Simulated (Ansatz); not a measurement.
Consider Ti-vacancy pair (Ti on one host Mo site, one Mo site vacant) in bcc Mo, neutral cell. The step: the Ti atom itself jumps into the vacancy (Ti-vacancy distance between ideal sites 2.74 Å throughout); the atom moves 2.58 Å along (0.47, 0.47, 0.47) of the unit cell; the moving atom starts with neighbours 2 Mo at 2.73, Mo at 2.75, 3 Mo at 2.76, Mo at 2.83, 2 Mo at 3.11, Mo at 3.12, 2 Mo at 3.18, Mo at 3.21 Å and ends with 2 Mo at 2.73, Mo at 2.75, 3 Mo at 2.76, Mo at 2.83, 2 Mo at 3.11, Mo at 3.12, 2 Mo at 3.18, Mo at 3.21 Å. A PBE band in Ansatz (plane-wave PAW, a 2×2×3 k-point mesh shifted by half a step, 36 host sites, 27 SCF runs with any check of the saddle's order, static, no finite-size correction) gives a forward barrier of 1.06 eV. The saddle point's order was not checked, and it lies on a symmetry element of the cell, where a band can be held. Forms of the defect that were not tried may lie lower.

Single points at the band's start and saddle point can refine it. Rough cost of one point, in units of the band's mean SCF on the same machine:

```csv
Level,Cost of one point
"PBE, a 3×3×5 k-point mesh shifted by half a step",about 3
"r2SCAN at 500 eV, a 2×2×3 k-point mesh shifted by half a step",about 2
```

**Question.** Which of these move the barrier by more than 0.1 eV, and how far does each move it?

**Answer.** PBE, a 3×3×5 k-point mesh shifted by half a step: -0.15 eV; r2SCAN at 500 eV, a 2×2×3 k-point mesh shifted by half a step: +0.08 eV. Each functional is compared with PBE at the same k-points.

Ansatz is a first-principles code.
